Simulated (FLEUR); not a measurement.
# Worked example: self-consistent single point of HfAu₂ (I4/mmm, 3 atoms in the cell) in FLEUR

Method of the run: LDA (Perdew-Zunger), all-electron FLAPW (FLEUR), scalar-relativistic valence run with FLEUR.

Input as run:

Input of the input generator:

```
HfAu2 crystal
&input film=f /
-0.3527178762 0.3527178762 0.8667065245
0.3527178762 -0.3527178762 0.8667065245
0.3527178762 0.3527178762 -0.8667065245
9.2693628271
1.0 1.0 1.0

3
72 0.0000000000 0.0000000000 0.0000000000
79 0.6673500000 0.6673500000 0.0000000000
79 0.3326500000 0.3326500000 0.0000000000

&comp jspins=1 /
&exco xctyp='pz' /
&kpt div1=11 div2=11 div3=11 /
&end /
```

```xml
<?xml version="1.0" encoding="UTF-8" standalone="no"?>
<fleurInput fleurInputVersion="0.39">
   <comment>
      HfAu2 crystal                                                                                       
   </comment>
   <calculationSetup>
      <cutoffs Kmax="4.0" Gmax="16.0" GmaxXC="16.0" numbands="0"/>
      <scfLoop itmax="100" minDistance="0.00001" maxIterBroyd="15" imix="Anderson" alpha="0.05" precondParam="0.0" spinf="2.0"/>
      <coreElectrons ctail="T" frcor="F" kcrel="0" coretail_lmax="0"/>
      <xcFunctional name="pz" relativisticCorrections="F"/>
      <magnetism jspins="1"/>
      <soc l_soc="F" theta="0.0" phi="0.0" spav="F"/>
      <expertModes spex="0" secvar="F"/>
      <geometryOptimization l_f="T" forcealpha="1.0" forcemix="BFGS" epsdisp="0.00001" epsforce="0.00001"/>
      <ldaU l_linMix="F" mixParam="0.05" spinf="1.0"/>
   </calculationSetup>
   <cell>
      <bzIntegration valenceElectrons="60.0" mode="hist" fermiSmearingEnergy="0.00367493">
         <kPointListSelection listName="default-1"/>
         <!-- k-points included here -->
         <xi:include xmlns:xi="http://www.w3.org/2001/XInclude" href="kpts.xml"> </xi:include>
      </bzIntegration>
      <!-- symmetry operations included here -->
      <xi:include xmlns:xi="http://www.w3.org/2001/XInclude" href="sym.xml"> </xi:include>
      <bulkLattice scale="1.0">
         <bravaisMatrix>
            <row-1>   -3.2694699701019401     3.2694699701019401     8.0338172402053356</row-1>
            <row-2>    3.2694699701019401    -3.2694699701019401     8.0338172402053356</row-2>
            <row-3>    3.2694699701019401     3.2694699701019401    -8.0338172402053356</row-3>
         </bravaisMatrix>
      </bulkLattice>
   </cell>
   <atomSpecies>
      <species name="Hafnium (Hf)" element="Hf" atomicNumber="72">
         <mtSphere radius="2.45" gridPoints="863" logIncrement="0.015"/>
         <atomicCutoffs lmax="10" lnonsphr="8"/>
         <electronConfig flipSpins="F">
            <coreConfig>(1s1/2) (2s1/2) (2p1/2) (2p3/2) (3s1/2) (3p1/2) (3p3/2) (4s1/2) (3d3/2) (3d5/2) (4p1/2) (4p3/2) (4d3/2) (4d5/2)</coreConfig>
            <valenceConfig>(5s1/2) (5p1/2) (5p3/2) (6s1/2) (4f5/2) (4f7/2) (5d3/2) (5d5/2)</valenceConfig>
            <stateOccupation state="(5d3/2)" spinUp="0.4" spinDown="0.4"/>
            <stateOccupation state="(5d5/2)" spinUp="0.6" spinDown="0.6"/>
         </electronConfig>
         <energyParameters s="6" p="6" d="5" f="5"/>
         <lo type="SCLO" l="0" n="5" eDeriv="0"/>
         <lo type="SCLO" l="1" n="5" eDeriv="0"/>
         <lo type="SCLO" l="3" n="4" eDeriv="0"/>
      </species>
      <species name="Gold (Au)" element="Au" atomicNumber="79">
         <mtSphere radius="2.44" gridPoints="859" logIncrement="0.016"/>
         <atomicCutoffs lmax="10" lnonsphr="8"/>
         <electronConfig flipSpins="F">
            <coreConfig>(1s1/2) (2s1/2) (2p1/2) (2p3/2) (3s1/2) (3p1/2) (3p3/2) (4s1/2) (3d3/2) (3d5/2) (4p1/2) (4p3/2) (5s1/2) (4d3/2) (4d5/2) (4f5/2) (4f7/2)</coreConfig>
            <valenceConfig>(5p1/2) (5p3/2) (6s1/2) (5d3/2) (5d5/2)</valenceConfig>
            <stateOccupation state="(6s1/2)" spinUp="0.5" spinDown="0.5"/>
         </electronConfig>
         <energyParameters s="6" p="6" d="5" f="5"/>
         <lo type="SCLO" l="1" n="5" eDeriv="0"/>
         <lo type="HELO" l="2" n="6" eDeriv="0"/>
      </species>
   </atomSpecies>
   <atomGroups>
      <atomGroup species="Hafnium (Hf)">
         <relPos label="                   1">.0000000000 .0000000000 .0000000000</relPos>
         <force calculate="T" relaxXYZ="TTT"/>
      </atomGroup>
      <atomGroup species="Gold (Au)">
         <relPos label="                   2">-.3326500000 -.3326500000 .0000000000</relPos>
         <relPos label="                   3">.3326500000 .3326500000 .0000000000</relPos>
         <force calculate="T" relaxXYZ="TTT"/>
      </atomGroup>
   </atomGroups>
   <output dos="F" band="F" slice="F">
      <checks vchk="F" cdinf="F"/>
      <bandDOS minEnergy="-.5*Htr" maxEnergy="0.5*Htr" sigma="0.015" storeEVData="T"/>
      <vacuumDOS vacdos="F" integ="F" star="F" nstars="0" locx1="0.0" locy1="0.0" locx2="0.0" locy2="0.0" nstm="0" tworkf="0.0"/>
      <unfoldingBand unfoldBand="F" supercellX="1" supercellY="1" supercellZ="1"/>
      <plotting iplot="0" polar="F">
         <plot TwoD="T" vec1="  1.0  0.0  0.0" vec2="  0.0  1.0  0.0" vec3="  0.0  0.0  1.0" zero="  0.0  0.0  0.0" file="plot"/>
      </plotting>
      <chargeDensitySlicing numkpt="0" minEigenval="0.0" maxEigenval="0.0" nnne="0" pallst="F"/>
      <specialOutput eonly="F"/>
      <magneticCircularDichroism mcd="F" energyLo="-10.0" energyUp="0.0"/>
   </output>
  <!-- We include the file relax.xml here to enable relaxations (see documentation) -->
  <xi:include xmlns:xi="http://www.w3.org/2001/XInclude" href="relax.xml"> <xi:fallback/> </xi:include>
</fleurInput>
```

Log, with long lists cut:

```
      Welcome to FLEUR        (www.flapw.de)
      MaX-Release 8.1          (www.max-centre.eu)

 ========== k-point set info ==========
 Selected k-point list: default-1
 k-point list type: mesh
 11 x 11 x 11
 Number of k points: 126

 ------------Calculation Setup---------------------------
           1           2           3           6           7           9          14          18          21          42          63         126
 Number of basis functions:          442
 Iteration:     1   Distance:      21.16500679 me/bohr^3
 Iteration:     2   Distance:      17.83789195 me/bohr^3
 Iteration:     3   Distance:       8.06644884 me/bohr^3
 Iteration:     4   Distance:       5.76496735 me/bohr^3
 Iteration:     5   Distance:       3.45156873 me/bohr^3
 Iteration:     6   Distance:       1.38695938 me/bohr^3
   [... 9 lines left out ...]
 Iteration:    16   Distance:       0.00024537 me/bohr^3
 Iteration:    17   Distance:       0.00015089 me/bohr^3
 Iteration:    18   Distance:       0.00004136 me/bohr^3
 Iteration:    19   Distance:       0.00001861 me/bohr^3
 Iteration:    20   Distance:       0.00000351 me/bohr^3
 Reset of history

 Run finished successfully
 Stop message:
   Structural relaxation: new displacements generated

[file out, last iteration]
             iter=     21
          p o t e n t i a l   g e n e r a t o r
[...]
          integral of pseudo charge density inside the slab=        0.000000   0.000000
     coulomb potential in the interstitial region:
          density-coulomb potential integrals
          total density-coulomb potenti   -91880.7504216109
          density-effective potential integrals for spin  1
          total density-effective poten   -9.3222605503E+04
          charge density-energy density integrals
          total charge density-energy d   -1.0107962019E+03
 Updated energy parameters for spin:           1
  Atom    1 6s branch from -1.73 to  2.49 htr. ; e_l =  0.3097
  Atom    1 6p branch from -0.50 to  3.46 htr. ; e_l =  0.4403
  Atom    1 5d branch from -6.87 to  1.14 htr. ; e_l =  0.4684
  Atom    1 5f branch from  0.08 to  3.03 htr. ; e_l =  0.6931
  Atom    1 5s branch from-18.06 to -1.73 htr. ; e_l(l -1.7696
  Atom    1 5p branch from-13.18 to -0.50 htr. ; e_l(l -0.6386
  Atom    1 4f branch from -9.99 to  0.08 htr. ; e_l(l  0.0748
  Atom    2 6s branch from -3.40 to  1.67 htr. ; e_l =  0.2816
  Atom    2 6p branch from -1.58 to  2.65 htr. ; e_l =  0.4543
  Atom    2 5d branch from-11.37 to  0.57 htr. ; e_l =  0.3379
  Atom    2 5f branch from -2.42 to  2.70 htr. ; e_l =  0.7489
  Atom    2 5p branch from-19.42 to -1.58 htr. ; e_l(l -1.6581
  Atom    2-6d branch from  3.20 to  3.20 htr. ; e_l(l  3.2006
[...]
 fermi energy and band-weighting factors:
at   0.45455   0.54545  -0.45455   k-weight:    0.003005
   46 eigenvalues :
   -1.769696   -1.614244   -1.613679   -1.611763   -1.611697   -1.608092   -1.608081   -0.620067
   -0.616045   -0.615423    0.068653    0.068759    0.068878    0.068905    0.068988    0.069580
    0.069650    0.227486    0.245611    0.250993    0.256580    0.301879    0.304502    0.313537
    0.348169    0.360963    0.365635    0.371163    0.401532    0.535182    0.621829    0.623805
    0.630163    0.630670    0.670743    0.729735    0.907777    0.928343    1.020668    1.032951
    1.076790    1.157982    1.160596    1.169613    1.177878    1.185654
   [... 2 blocks of this kind left out ...]

[...]
FERMIE:
          first approx. to ef    (T=0)  :   0.538127 htr   (energy of the highest occ. eigenvalue)
          number of occ. states  (T=0)  :       3777
          first approx. to seigv (T=0)  : -16.858383 htr
          sum of weights of occ. states :  30.005259
          sum of semicore charge        :   0.000000 e
FERHIS:  Fermi-Energy by histogram:
          bandgap                     :   0.000210 htr
          charge neutrality (T=0)     :   0.010518    (zero if the highest occ. eigenvalue is "entirely" occupied)
     EF_NEWTON:  Adjust Fermi-Energy by Newton-Method.
               Number of iterations needed  :   4
               The error in the weight is   :  0.22204E-15
               The error in ef is           : -0.12339E-16 htr
     -->  new fermi energy            :   0.537929 htr
          valence charge              :  60.000000 e
          actual charge blw ef-8kt    :  59.376409 e
          actual charge blw ef+8kt    :  60.000000 e
          number of occ. states       :      3879
          sum of the valence weights  :   30.000000
          entropy         :   0.430898 *kb htr/K =   0.00000 htr/K
          sum of val. single particle energies:       -16.8632751275 htr
 Direct bandgap for spin            1 :    7.8907172646913715E-003  Htr
 at k-point          110  with k-vector    0.0000000000000000        0.0000000000000000        9.0909090909090912E-002
          valence density: spin= 1
[...]
     l-like charge
     atom     s        p        d        f        total
 -->  1    2.22979  6.05283  1.30278 13.99182   23.58723
 -->  2    0.62685  6.38927  8.35977  0.02843   15.41149
          total charge for spin  1=   60.000000
          interst. charge =       5.589780
          mt charge=             23.587231   15.411495
          total charge  =   60.000000
          z= 72.     r(1)=  0.593934E-05     dx= 0.015000     m.t.index= 863
               n    l     j    energy       weight
               1.   0.   0.5-2393.3653      2.0000
               2.   0.   0.5 -408.5243      2.0000
               2.   1.   0.5 -390.2511      2.0000
   [... 11 lines left out ...]
          atom type    1  (spin 1)
          kinetic energy=  0.163336449476E+05     sum of the eigenvalues= -0.920935004797E+04
          0.00000503  electrons lost from core.
          z= 79.     r(1)=  0.266315E-05     dx= 0.016000     m.t.index= 859
               n    l     j    energy       weight
               1.   0.   0.5-2961.1580      2.0000
               2.   0.   0.5 -521.6376      2.0000
               2.   1.   0.5 -500.2898      2.0000
   [... 14 lines left out ...]
          atom type    2  (spin 1)
          kinetic energy=  0.216855829213E+05     sum of the eigenvalues= -0.116895091431E+05
          0.00089984  electrons lost from core.
          total charge for spin  1=  230.000000
          interst. charge =       5.591567
          mt charge=             69.587235   77.410599
          total charge  =  230.000000
          zc=   230.000000     qfix=    1.000000
     t o t a l  e n e r g y
          sum of eigenvalues =            -32605.2316092934
          density-coulomb potential int   -91880.7504216109
          density-effective potential i   -93222.6055025034
          charge density-ex.-corr.energ    -1010.7962018749
          el.-nucl. inter. diff. m.t.      18769.5660275614
          Madelung term for atom type:       -49.0920006233
          el.-nucl. inter. diff. m.t.      47922.5214109958
          Madelung term for atom type:       -88.7499868376
 ---->    total energy=                   -53163.7269454885 htr
 ---->    (input%tkb*entropy) TS=              0.0015835206 htr
 ---->    free energy=                    -53163.7285290091 htr
      extrapolation for T->0
 ---->    total electron energy=          -53163.7277372488 htr
 ***** TOTAL FORCES ON ATOMS *****
 TOTAL FORCE FOR ATOM TYPE=  1  X=  0.000   Y=  0.000   Z=  0.000
                       FX_TOT= 0.000000 FY_TOT= 0.000000 FZ_TOT= 0.000000
 TOTAL FORCE FOR ATOM TYPE=  2  X=  0.000   Y=  0.000   Z= -5.345
                       FX_TOT= 0.000000 FY_TOT= 0.000000 FZ_TOT= 0.001974
```

The run converged in 20 iterations. FLEUR gives forces in its relaxation mode, with a further iteration, so its stop message speaks of a relaxation.

The starting cell comes from a database of computed structures (which also holds hypothetical and non-ambient phases and stackings), without a prior relaxation at this level. Its lattice was rescaled by a random factor within 2.5 % of one. Spin-orbit coupling is off. Values depend on the basis (sphere radii, cutoffs, local orbitals), which need not be converged. The log's line on a gap gives a spacing of levels on this mesh, which the program prints for metals too.

Cost on one core of a shared machine: roughly 10 min.
